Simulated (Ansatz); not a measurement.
# A computed series for AlN: pressure series

Base system: AlN in the wurtzite structure (space group P6_3mc, No. 186; a = 3.130 Å, c = 5.017 Å).

Cell and atoms are relaxed at each pressure.

All numbers come from plane-wave PAW DFT at the PBE level (Ansatz, an electronic-structure program, 420 eV), spin-orbit coupling left out, earlier PAW set.

| case | band gap | lattice parameter a | c/a ratio |
|---|---|---|---|
| base | 4.04 eV | 313.0 pm | 1.603 |
| pressure −2 GPa | 3.95 eV | 314.0 pm | 1.604 |
| pressure −1 GPa | 3.99 eV | 313.5 pm | 1.604 |
| pressure 0.9 GPa | 4.08 eV | 312.5 pm | 1.603 |
| pressure 2.1 GPa | 4.13 eV | 311.9 pm | 1.602 |
| pressure 4.5 GPa | 4.22 eV | 310.8 pm | 1.601 |
| pressure 9 GPa | 4.39 eV | 308.8 pm | 1.598 |
| pressure 15 GPa | 4.60 eV | 306.5 pm | 1.595 |
| pressure 22.5 GPa | 4.84 eV | 303.8 pm | 1.590 |
| pressure 30 GPa | (withheld) | (withheld) | (withheld) |

### Question
Fill in the withheld entries from the trend.

### Answer

- pressure 30 GPa, band gap: 5.06 eV
- pressure 30 GPa, lattice parameter a: 301.5 pm
- pressure 30 GPa, c/a ratio: 1.585

Load acts through the strain it causes; cell and atoms are relaxed under it. Stability against distortions was not tested. Measured, AlN leaves this structure (for rock salt) near 14 GPa (temperature not stated; as listed in Datta, Sujoy, Jana, Debnarayan, arXiv (2020)), on rising pressure, with hysteresis.
